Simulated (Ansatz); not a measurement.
A (8,0) antimony nanotube has 32 atoms in a period of 7.117 Å, a mean diameter of 10.85 Å, and lies 59 meV/atom over the flat sheet relaxed at the same level.

Calculation: PBE (plane waves to 420 eV, PAW; Ansatz, a program for electronic structure). Mesh 1×1×6. No spin polarisation. One-dimensional cell, images about 11 Å apart. A hypothetical model, rolled from the flat sheet. Symmetry and one short period hold its shape; lower forms weren't sought. Values not marked SOC lack spin–orbit coupling.

### Question
Which bending rigidity of the sheet does this imply in the thin-plate picture?

### Answer
A plate bent to radius R stores D/(2R²) an area. The area an atom is π × 10.85 × 7.117/32 = 7.58 Å², so the stored energy is 0.059/7.58 = 0.0078 eV/Å². With R = 5.425 Å, D = 2R² × 0.0078 = 0.46 eV.
